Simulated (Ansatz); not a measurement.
The cell is made up: elements placed on another compound's structure type, so the phase may be hypothetical.

By PBEsol, the system below comes out a metal.

A figure of merit of an interconnect metal is its ballistic conductance per area.

```xyz
4
Lattice="2.8105 -0.1248 -0.0369 1.2971 2.4964 -0.0369 -0.0056 -1.7507 6.2960" Properties=species:S:1:pos:R:3 pbc="T T T"
Ir     1.4025    -0.9378     3.1295
Rh     0.0000     0.0000     0.0000
N      1.2649     0.7303     4.3308
N      2.8371    -0.1094     1.8913
```

Space group of this cell: C2/m. The cell was relaxed by PBE-D3(BJ); by PBEsol its mean pressure is -4.1 GPa.

The current flows along the normal of the first two printed cell vectors. No spin-orbit coupling; the value is a mean over 0.1 eV about the Fermi level.

Task: State the ballistic conductance per area according to PBEsol in Ansatz (an electronic-structure program).

Result: 1.2 × 10¹⁵ S/m² for both spins.
